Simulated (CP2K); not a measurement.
Band structure of CdSe (P6_3mc, 4 atoms in the cell).

```xyz
4
Lattice="4.3283 0.0000 0.0000 -2.1641 3.7484 0.0000 0.0000 0.0000 7.0608" Properties=species:S:1:pos:R:3 pbc="T T T"
Cd     2.1641     1.2495     3.5300
Cd     0.0000     2.4989     7.0604
Se     2.1641     1.2495     6.1846
Se     0.0000     2.4989     2.6542
```

Method of the run: PBE, GPW, DZVP-MOLOPT-SR-GTH basis, GTH-PBE potentials (GTH_POTENTIALS) run with CP2K 2026.2.

Settings: CUTOFF = 500 Ry; REL_CUTOFF = 40 Ry; SMEAR/METHOD = FERMI_DIRAC; ELECTRONIC_TEMPERATURE = 116.05 K; KPOINTS/SCHEME = MONKHORST-PACK 5 5 3; XC_FUNCTIONAL = PBE; Cd/BASIS_SET = DZVP-MOLOPT-SR-GTH-q12; Cd/POTENTIAL = GTH-PBE-q12; Se/BASIS_SET = DZVP-MOLOPT-SR-GTH-q6; Se/POTENTIAL = GTH-PBE-q6; METHOD = GPW; EPS_DEFAULT = 1e-10; EXTRAPOLATION = USE_GUESS; NGRIDS = 5.

The starting cell comes from a database of computed structures (which also holds hypothetical and non-ambient phases and stackings), without a prior relaxation at this level. Its lattice was rescaled by a random factor within 2.5 % of one. Values carry the incompleteness of an atom-centred basis.

Task: Predict the gap along the standard path and the places of the band edges.

Result: The gap along the path is 0.63 eV, direct at Γ to within 0.01 eV.

Levels in eV from the top of the valence band on the SCF mesh, bands 15 to 19:
```tsv
point	15	16	17	18	19
Γ	-0.75	-0.04	0.00	0.00	0.63
M	-2.61	-1.83	-1.31	-0.75	3.28
K	-3.00	-1.85	-1.85	-1.66	4.30
A	-0.39	-0.39	-0.39	-0.39	2.38
L	-1.34	-1.34	-1.33	-1.33	2.98
H	-2.40	-2.40	-1.11	-1.11	3.82
```

Higher empty bands are left out: an atom-centred basis made for the valence describes them poorly.
